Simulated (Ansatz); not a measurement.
Consider AlRu in the CsCl type structure (space group Pm-3m, No. 221; a = 2.983 Å; relaxed with 0.1 eV smearing).

The values are results of r2SCAN (Ansatz, an electronic-structure program, PAW, no SOC), not measurements.

Before the change:

The pressure is 0.0 GPa.

Now apply this change: every lattice vector is shortened by 2.00 %; the atoms relax in the strained cell.

Task: Estimate the effect on the pressure.

Result: The pressure goes from zero to 15.2 GPa.

Task: What happens to the energy relative to the base?

Result: The energy rises by 35 meV/atom.

No phonon test of stability was made. All final runs are without spin polarisation.
